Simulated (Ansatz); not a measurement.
Amorphous Hf18O30N4, 52 atoms at 9.55 g/cm³, one PBE-relaxed geometry, zone centre. Methods: PBE, scalar-relativistic without spin-orbit coupling (Ansatz, an electronic-structure program); r2SCAN, scalar-relativistic without spin-orbit coupling (Ansatz). Plane waves to 420 eV (r2SCAN 500 eV). At PBE the levels at the filled edge of the gap are localised (band-tail or defect states), and the nearest spread-out levels lie 3.6 eV apart at the zone centre. All rungs ran without spin polarisation.

It comes from a melt-quench run on a machine-learned potential (CHGNet), relaxed afterwards by DFT. O and N atoms were pushed apart under 1.9 Å during the dynamics, to hinder bonds among them. The hot cell started wider than the set density and was brought back towards it in steps. It is the lowest in DFT energy of 4 quenches. It is a model cell: composition and starting density were chosen by hand, and all elements were melted together. No dispersion term was used. Its density started from a set value of 9.19 and ended at 9.55 g/cm³. The quench (nominally 300 K/ps over its main leg) was far faster than any real one, so the model tends to hold more defects than a real film. A cell of this size samples the disorder only roughly. Volume and shape were free in the relaxation.

The relaxation ran on one k-point at (1/4, 1/4, 1/4). At PBE the level gap is 2.95 eV on a 2×2×2 Γ-centred mesh, and the spacing at the zone centre alone 3.12 eV.

**Question.** What zone-centre spacing does r2SCAN give, roughly?

**Answer.** 3.48 eV (+0.36 eV against PBE).

The highest filled and the lowest empty state spread over these numbers of atoms (participation numbers): PBE: 4.0 and 20.1; r2SCAN: 3.6 and 19.1.
